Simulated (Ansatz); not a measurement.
## Thermal expansion of ZnS in the wurtzite structure

Method: the quasi-harmonic free energy, DFT at the LDA level (Ansatz, a first-principles code); phonon mesh 5×5×3, k mesh 10×10×6. Another polymorph of this substance is known too; which is more stable was not tested here. Dynamical quadrupoles are not included in the interpolation of the phonons between the solved wave vectors.

| T (K) | α_a (10⁻⁶/K) | α_c (10⁻⁶/K) | C_P (J/mol/K) | bulk modulus B_T (GPa) | γ |
|---|---|---|---|---|---|
| 100 | 1.8 | 1.3 | 24.8 | 84.2 | 0.38 |
| 200 | 5.5 | 4.6 | 39.7 | 83.1 | 0.74 |
| 300 | 7.0 | 6.0 | 45.0 | 81.9 | 0.82 |
| 400 | 7.7 | 6.6 | 47.3 | 80.6 | 0.86 |
| 500 | 8.2 | 7.1 | 48.4 | 79.2 | 0.88 |
| 600 | 8.6 | 7.4 | 49.2 | 77.9 | 0.89 |
| 700 | 8.9 | 7.7 | 49.7 | 76.5 | 0.91 |
| 800 | 9.1 | 7.9 | 50.1 | 75.1 | 0.92 |
| 900 | 9.4 | 8.2 | 50.4 | 73.8 | 0.93 |
| 1000 | 9.7 | 8.4 | 50.7 | 72.4 | 0.94 |

The conventional lattice constants at 300 K comes out as a = 3.749 Å, c = 6.158 Å. The entropy at 300 K is 57.8 J/(mol K), the adiabatic bulk modulus at 300 K is 82.3 GPa and the bulk modulus without vibrations is 86.0 GPa. The zero-point volume expansion comes out as 0.53 %.

Computed at 300 K against measurement: lattice constant a 3.749 computed, 3.823 measured Å (-1.9 %; Kisi, Elcombe, Acta Cryst. C 45, 1867 (1989), by the Crystallography Open Database); lattice constant c 6.158 computed, 6.261 measured Å (-1.6 %; Kisi, Elcombe, Acta Cryst. C 45, 1867 (1989), by the Crystallography Open Database).  

Whether this phase is the stable one at each condition was not tested.

The PAW data sets were generated under PBE and serve the other functionals too.
